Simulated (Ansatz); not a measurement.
**Quick settings and what they miss: K2LuAuCl6 (Fm-3m, 10 atoms in the cell)**

Self-consistent single point.

```
CELL_PARAMETERS angstrom
      0.00000     5.19942     5.19942
      5.19942     0.00000     5.19942
      5.19942     5.19942     0.00000
ATOMIC_POSITIONS crystal
  K  0.75000 0.75000 0.75000
  K  0.25000 0.25000 0.25000
  Lu 0.00000 0.00000 0.00000
  Au 0.50000 0.50000 0.50000
  Cl 0.75779 0.24221 0.24221
  Cl 0.24221 0.75779 0.75779
  Cl 0.24221 0.75779 0.24221
  Cl 0.75779 0.24221 0.75779
  Cl 0.24221 0.24221 0.75779
  Cl 0.75779 0.75779 0.24221
```

Computed with PBEsol, default PAW files made with PBE (plane waves; Ansatz, a quantum-chemistry and plane-wave program).

Base settings: basis.ecutwfc = 420 eV; kpoints.mp_grid.grid = 6 6 6; hamiltonian.xc = pbesol; hamiltonian.pseudopotentials = {kind: paw} (the program's default PAW files); scf.occupations.method = fixed.

Tight run (finer mesh or higher cutoff; not a proven limit): basis.ecutwfc: 420 eV → 590 eV; kpoints.mp_grid.grid: 6 6 6 → 9 9 9; scf.convergence.dr2_threshold: default (1e-07 eV) → 1e-09 eV. It gave top of the valence band (on the code's own zero) 4.60 eV; gap on the k-point mesh 1.83 eV; pressure 0.45 GPa; largest force (vector length) 0.361 eV/Å.

Quick runs, as changes from the base:
- A: the base itself
- B: kpoints.mp_grid.grid: 6 6 6 → 4 4 4
- C: basis.ecutwfc: 420 eV → 250 eV; scf.occupations.method: fixed → fermi_dirac; scf.occupations.width: default → 0.272 eV
- D: basis.ecutwfc: 420 eV → 295 eV; kpoints.mp_grid.grid: 6 6 6 → 4 4 4; scf.occupations.method: fixed → gaussian; scf.occupations.width: default → 0.136 eV

Energies are extrapolated to zero smearing width, which holds to low order in the width alone.

Gaps are read on each run's own mesh, which may miss the band edges.

The count of work is k-points × plane waves × bands × iterations; it is no time. 

Pressures in the table are Ansatz's without its Pulay estimate, at a fixed set of plane waves; the tight run's value above holds the estimate.

The starting cell comes from a database of computed structures (which also holds hypothetical and non-ambient phases and stackings), without a prior relaxation at this level. Its lattice was rescaled by a random factor within 2.5 % of one. Spin-orbit coupling is off.

| run | energy less tight (meV/atom) | pressure less tight (GPa) | largest miss in a force vector (eV/Å) | gap on the mesh less tight (eV) | count of work / tight |
|---|---|---|---|---|---|
| A | 0.4 | -0.01 | 0.001 | -0.014 | 0.22 |
| B | 0.4 | -0.01 | 0.001 | -0.014 | 0.11 |
| C | 278.0 | -11.68 | 0.001 | 0.042 | 0.12 |
| D | 32.8 | -1.75 | 0.029 | -0.004 | 0.065 |

Among the runs at the tight run's level, the energy misses run from 0.4 to 278.0 meV/atom.

Left out of this page: 2 runs of the series with a known weakness of the program.

Keys are those of Ansatz 0.2.
